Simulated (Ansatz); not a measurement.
The starting structures come from a database of crystals and need not be the phases stable at ambient conditions.

Tunnelling through a barrier is set by its complex band structure: the current falls as exp(−2κd) with the smallest κ.

Given:

```
V2O5
1.0
    4.72428     0.00000     0.00000
    0.00000     5.39245     0.00000
    2.36214    -1.42149     6.03119
V O
4 10
Direct
  0.38314   0.75266   0.71424
  0.61686   0.24734   0.28576
  0.09738   0.74734   0.28576
  0.90262   0.25266   0.71424
  0.67013   0.51755   0.78008
  0.32987   0.48245   0.21992
  0.45021   0.98245   0.21992
  0.54979   0.01755   0.78008
  0.86674   0.13158   0.40688
  0.13326   0.86842   0.59312
  0.27362   0.36842   0.59312
  0.72638   0.63158   0.40688
  0.11477   0.75000   0.00000
  0.88523   0.25000   0.00000
```

Space group of this cell: C2/c. The cell is strained (lengths along the current scaled by 1.03, ions clamped); by r2SCAN its mean pressure is -17.7 GPa.

Transport runs along the normal of the first two printed cell vectors.

The gap is the functional's own, uncorrected, and κ follows it; spin-orbit coupling is left out. Mid-gap values are interpolated between the computed energies.

Q: State the band gap and the smallest decay constant κ at mid-gap according to r2SCAN in Ansatz (a program for electronic structure).

A: Gap 1.35 eV on a 8×6×8 mesh; κ = 0.241 1/Å, at (0.000, 0.333) of the in-plane reciprocal vectors. At the zone centre, at the nearest computed energy, the slowest state has κ = 0.29 1/Å.
